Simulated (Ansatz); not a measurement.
For WSi (model structure, started from the WC type, P-6m2, No. 187, 2 atoms in the cell), PBE (plane waves, PAW; Ansatz, a first-principles code) gives:

- equilibrium lattice constant a: 3.143 Å
- c axis length: 3.519 Å

Problem. What does r²SCAN (plane waves, PAW; Ansatz) give for the same quantities?

Solution. 
- lattice constant a: 3.134 Å (shrinks by 0.3 %)
- lattice parameter c: 3.488 Å (falls by 0.9 %)

Changes are worked out from the printed values.

Unless a cell is named, each level is at its own relaxed cell (PBE 15.05, r²SCAN 14.83 Å³/atom).

Levels without +SOC leave out spin–orbit coupling, which shifts energies and cells of such heavy elements.

Ansatz's density-functional and Hartree–Fock values are scalar-relativistic unless marked +SOC, with PAW data made under PBE.

A model structure was made by putting elements into a prototype or built by hand; it is no filed structure, need not be a known phase, and can be a saddle point held by its symmetry.
